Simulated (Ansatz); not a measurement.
System: zinc-blende SrO (model structure). Method: PBEsol (Ansatz, a quantum-chemistry and plane-wave program, plane waves, PAW).

Run with plane-wave cutoff 500 eV, 12×12×12 k mesh, Fermi–Dirac smearing 0.05 eV, scalar-relativistic PAW data made under PBE.

Cell (relaxed at this level):

Space group F-43m (No. 216); a = 5.539 Å, b = 5.539 Å, c = 5.539 Å, α = 90.00°, β = 90.00°, γ = 90.00°

| atom | site | symmetry | x | y | z |
|---|---|---|---|---|---|
| Sr | 4a | -43m | 0.0000 | 0.0000 | 0.0000 |
| O | 4d | -43m | 0.7500 | 0.7500 | 0.7500 |
(The calculation used a cell of 2 atoms; values per cell refer to that cell.)

### Question
Give the computed band gap.

### Answer

* **band gap**: 2.45 eV (on the SCF k mesh)

Note: the relaxation could raise the start's symmetry but not lower it, so the cell can be a saddle point.

Spin–orbit coupling is not included.

A model structure was made by putting elements into a prototype or built by hand; it is no filed structure, need not be a known phase, and can be a saddle point held by its symmetry.
